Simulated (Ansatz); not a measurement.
System: Al-vacancy pair (Al on one host Ga site, one Ga site vacant) in wurtzite GaN (charge state -3). Calculation: PBE, PAW (plane waves to 420 eV; Ansatz, an electronic-structure program).

72-site cell at the relaxed PBE lattice, one k-point at (0.125, 0.250, 0.250), smearing 0.01 eV, spin-restricted, no finite-size correction. Static, classical nuclei. The charge state is imposed; whether it is stable for some Fermi level was not computed. Forms of the defect that were not tried may lie lower.

Barriers: single points on a 2×2×2 k-point mesh shifted by half a step along c at the bands' geometries (they differ from the bands' own by up to 0.06 eV, and are uncertain by about as much).

Relaxed starting cell (atoms counted from 1):

```xyz
71
Lattice="9.6554 0.0000 0.0000 -4.8277 8.3618 0.0000 0.0000 0.0000 10.4862" Properties=species:S:1:pos:R:3 pbc="T T T"
Al     1.6062     0.9302     2.6506
Ga     1.6434     0.9466     7.8371
Ga     0.0030     3.7022     2.6342
Ga     0.0056     3.7042     7.8499
Ga    -1.6148     6.5134     2.6331
Ga    -1.6128     6.5125     7.8506
Ga     4.7976     0.9317     2.6836
Ga     4.7902     0.9457     7.8373
Ga     3.2097     3.6773     2.6847
Ga     3.2164     3.6664     7.8387
Ga     1.6005     6.4898     2.6617
Ga     1.6038     6.4950     7.8497
Ga     8.0526     0.9312     2.6624
Ga     8.0480     0.9292     7.8466
Ga     6.4296     3.7068     2.6368
Ga     6.4266     3.7057     7.8529
Ga     4.8395     6.4989     2.6630
Ga     4.8345     6.4970     7.8474
Ga     0.0588     1.8322     5.2103
Ga    -0.0055     1.8543    10.5009
Ga    -1.6165     4.6501     5.2362
Ga    -1.6166     4.6487    10.4897
Ga    -3.2135     7.5079     5.2107
Ga    -3.2281     7.4426    10.5022
Ga     3.2085     1.8567    10.4637
Ga     1.6471     4.6094     5.2260
Ga     1.6073     4.6482    10.4985
Ga    -0.0128     7.4954     5.2253
Ga    -0.0007     7.4388    10.4983
Ga     6.3770     1.8351     5.2248
Ga     6.4304     1.8539    10.4990
Ga     4.7763     4.6076     5.2269
Ga     4.8162     4.6480    10.4999
Ga     3.2162     7.4306     5.2165
Ga     3.2142     7.4334    10.4978
N      1.4541     0.8474     4.4572
N      1.5762     0.9184     9.8537
N     -0.0148     3.7199     4.6027
N     -0.0098     3.7171     9.8365
N     -1.6137     6.5026     4.6010
N     -1.6170     6.5057     9.8376
N      4.9221     0.8741     4.5520
N      4.8436     0.9188     9.8612
N      3.2104     3.8520     4.5462
N      3.2116     3.7423     9.8639
N      1.5886     6.4945     4.6224
N      1.6065     6.5058     9.8367
N      8.0390     0.9471     4.6237
N      8.0414     0.9274     9.8371
N      6.4374     3.7177     4.6048
N      6.4325     3.7176     9.8368
N      4.8393     6.4917     4.6226
N      4.8230     6.5063     9.8378
N      0.0223     1.8399     1.9776
N     -0.0013     1.8522     7.2134
N     -1.6127     4.6425     1.9771
N     -1.6118     4.6422     7.2231
N     -3.2163     7.4631     1.9780
N     -3.2202     7.4308     7.2152
N      3.1713     1.8200     1.9611
N      3.2174     1.8505     7.4087
N      1.5933     4.6404     1.9689
N      1.6055     4.6407     7.2261
N     -0.0021     7.4140     1.9684
N      0.0003     7.4256     7.2246
N      6.4439     1.8584     1.9706
N      6.4394     1.8523     7.2241
N      4.8357     4.6418     1.9719
N      4.8268     4.6409     7.2278
N      3.2174     7.4253     1.9868
N      3.2181     7.4264     7.2167
```
Cell charge -3.

End state 1 differs by these moves (Å; atoms that move under 0.08 Å are left out):

```
atom  element     Δx     Δy     Δz
----  -------  -----  -----  -----
23         Ga   1.54   2.67   0.00
28         Ga  -0.05  -0.09   0.00
32         Ga   0.05   0.10   0.00
36          N   0.15   0.27   0.00
40          N   0.11  -0.06  -0.05
42          N  -0.09   0.06   0.05
44          N   0.02  -0.14   0.08
52          N  -0.13  -0.05  -0.07
59          N   0.00  -0.01   0.19
61          N   0.00   0.00  -0.19
```

Problem. Estimate the forward and backward barriers to end state 1 that PBE, PAW returns for this input.

Solution. forward 2.11 eV, backward 2.11 eV; at the saddle point atom 23 has neighbours N at 1.83, N at 2.24, N at 2.26, 2 N at 2.33 Å. The saddle point's order was not checked, and it lies on a symmetry element of the cell, where a band can be held.

End state 2 differs by these moves (Å; atoms that move under 0.08 Å are left out):

```
atom  element     Δx     Δy     Δz
----  -------  -----  -----  -----
19         Ga  -0.05   0.08   0.00
26         Ga   1.55  -2.69  -0.01
28         Ga   0.05  -0.10   0.00
36          N   0.15   0.08   0.08
38          N  -0.10  -0.06  -0.06
42          N  -0.11   0.04   0.07
44          N   0.11  -0.20   0.00
46          N   0.01   0.15  -0.08
61          N   0.00   0.00  -0.19
63          N   0.00   0.00   0.20
```

Problem. What is the computed forward and backward barriers to end state 2 (PBE, PAW)?

Solution. forward 2.24 eV, backward 2.20 eV; at the saddle point atom 26 has neighbours N at 1.82, 2 N at 2.27, N at 2.32, N at 2.35 Å. The saddle point's order was not checked.

End state 3 differs by these moves (Å; atoms that move under 0.08 Å are left out):

```
atom  element     Δx     Δy     Δz
----  -------  -----  -----  -----
7          Ga  -0.03   0.03  -0.08
9          Ga   0.00  -1.78   2.51
17         Ga  -0.02  -0.05  -0.06
25         Ga   0.00   0.02   0.10
36          N   0.15   0.08   0.09
42          N  -0.10   0.06   0.05
44          N   0.00  -0.13   0.25
60          N   0.00  -0.17  -0.03
61          N   0.00  -0.03  -0.18
62          N  -0.09   0.06  -0.04
68          N   0.11   0.07  -0.05
```

Problem. Estimate the forward and backward barriers to end state 3 that PBE, PAW returns for this input.

Solution. forward 1.90 eV, backward 1.93 eV; at the saddle point atom 9 has neighbours N at 1.78, N at 1.88 Å. The saddle point's order was not checked.
